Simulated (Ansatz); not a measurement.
Consider Cu3N (space group Pm-3m, No. 221; a = 3.7649 Å).

All numbers come from PBEsol (Ansatz, a quantum-chemistry and plane-wave program; PAW; 420 eV plane waves; no spin-orbit coupling).

For the base:

The pressure comes out as 0.0 GPa and the band gap is zero. The gap character is absent.

It is then changed as follows: the cell is scaled by 1.0180 in all directions; the atoms relax in the strained cell.

Estimate the effect on the pressure, energy relative to the base, band gap, hole mass and gap character.

The pressure goes from zero to -6.3 GPa; the energy increases by 15 meV/atom; the band gap becomes 0.19 eV (base: zero); the hole mass (degenerate bands, along [100]) comes out as 0.13, 0.13, 2.1 mₑ (at R); the gap character changes from absent to indirect, R → M.

Masses are band curvatures over ±0.01 Å⁻¹ around the edge. Stability against distortions was not tested. All final runs are without spin polarisation. Gaps under 0.05 eV, about the width of the smearing, are given as zero. A zero or small gap of Cu3N can be the functional's error rather than a property of the material.
